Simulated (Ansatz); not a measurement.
L1₂ (Cu3Au-type) Ni₃Si was calculated with PBE (Ansatz, a program for electronic structure, plane waves, PAW).

Input file:

Ansatz 0.2 input:
```yaml
crystal:
  lattice:
    - [3.506299088, 0.0, 0.0]
    - [0.0, 3.506299088, 0.0]
    - [0.0, 0.0, 3.506299088]
  atoms:
    - { symbol: Si, position: [0.0, 0.0, 0.0] }
    - { symbol: Ni, position: [0.0, 0.5, 0.5] }
    - { symbol: Ni, position: [0.5, 0.0, 0.5] }
    - { symbol: Ni, position: [0.5, 0.5, 0.0] }
basis:
  ecutwfc: 520
  ecutrho_ratio: 4
  xc_grid: 2
kpoints:
  mp_grid: { grid: [16, 16, 16] }
hamiltonian:
  xc: pbe
  dispersion: none
  pseudopotentials: { kind: paw }
scf:
  occupations: { method: fermi_dirac, width: 0.05 }
  convergence: { dr2_threshold: 0.0000000004 }
output:
  forces: true
  stress: true
  eigenvalues: true
```

Excerpt of the program's output:

```
Crystal: 4 atoms, lattice volume = 43.107 Å³
Basis set: ecut = 520 eV, 1189 PW (Γ), exchange–correlation on 54×54×54 points (8 copies of the dense FFT grid, shifted against one another)
Bands: 35, of which v1, the nominal top of the filled ones, is band 29 counted from 1 (28 counted from 0)
Symmetry: 48 space group operations
Space group: Pm-3m (ITA 221), of the structure as read, at distance tolerance 3.5e-5 Å
k-points: 165 of 4096
Functional: x = pbe(κ = 0.804, μ = 0.2195149727645171), c = pbe(β = 0.06672455060314922)
SCF iter   1: F=—  HF=-18156.816736 eV  |F-HF|=—  |Δ(HF+E_count)|=         —  Δρ=3.30e-3  dr2=4.53e-3
SCF iter   2: F=—  HF=-18156.815512 eV  |F-HF|=—  |Δ(HF+E_count)|=   1.22e-3  Δρ=1.99e-3  dr2=1.97e-3
  ...
SCF iter   8: F=—  HF=-18156.815080 eV  |F-HF|=—  |Δ(HF+E_count)|=   4.69e-9  Δρ=2.15e-6  dr2=1.45e-9
SCF iter   9: F=-18156.815080 eV  HF=-18156.815080 eV  |F-HF|=3.38e-10  |Δ(HF+E_count)|=  2.36e-10  Δρ=9.33e-7  dr2=2.75e-10
SCF 1 converged in 9 iterations: F = -18156.815080 eV  dr2 = 2.75e-10
SCF converged after 9 iterations
Free energy (F): -18156.815080 eV
Internal energy: -18156.798129 eV  (E = F + TS)
E sigma→0 (E₀):  -18156.806604 eV
Fermi energy:    17.515114 eV
--- Forces (eV/Å), atoms counted from 1 ---
  atom   1  Si    -0.00000000     0.00000000     0.00000000
  atom   2  Ni     0.00000000    -0.00000000     0.00000000
  atom   3  Ni     0.00000000    -0.00000000     0.00000000
  atom   4  Ni     0.00000000     0.00000000    -0.00000000
--- Stress (GPa, compression-positive) ---
       -0.002465      -0.000000      -0.000000
       -0.000000      -0.002465       0.000000
        0.000000       0.000000      -0.002465
  P = ⅓ Tr σ = -0.0025 GPa (-0.025 kbar)
```
